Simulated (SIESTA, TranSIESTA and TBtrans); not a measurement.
Run with TranSIESTA and TBtrans (open boundaries, self-consistent; PseudoDojo norm-conserving potentials, scalar-relativistic): Spin polarized, PAO.BasisSize DZP, PAO.EnergyShift 0.15 eV, XC.Authors PBE, Mesh.Cutoff 200 Ry, ElectronicTemperature 300 K, TS.Voltage 0.0 eV, TBT.Elecs.Eta 0.001 eV.

Device: Pt chain bridged by a linear C4 unit along the axis. Leads: straight Pt chain, spacing 2.4 Å. Geometry: 6 atoms about the centre moved by SIESTA (PBE, DZP) to a largest force of 0.01 eV/Å, all others as built, motion along the axis alone.

Q: Give the largest eigenchannel transmissions at the Fermi level (four at most) and the total.

A: Up: 0.92, 0.92, 0.010 (total 1.86); down: 0.92, 0.92, 0.010 (total 1.85). A magnetic start was tried, and the separate lead runs end without a moment. The straight chain is held at its spacing; free chains may zigzag or dimerise. Spin-orbit coupling, left out here, matters for the heavy atoms.
